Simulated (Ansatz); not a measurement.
**C axis length of SiO2 (P4₁2₁2, No. 92) at several levels of theory**

No measured value is used here.

```tsv
level (code)	value (Å)
LDA (Ansatz)	6.871
PBE (Ansatz)	7.103
PBE-D3(BJ) (Ansatz)	[?]
HSE06 (Ansatz)	7.079
```

### Question
What belongs in the gaps?

### Answer

- PBE-D3(BJ) (Ansatz, a quantum-chemistry and plane-wave program), value (Å): 6.813

Cutoffs and k meshes differ between the levels. Ansatz's density-functional and Hartree–Fock values are scalar-relativistic unless marked +SOC, with PAW data made under PBE.
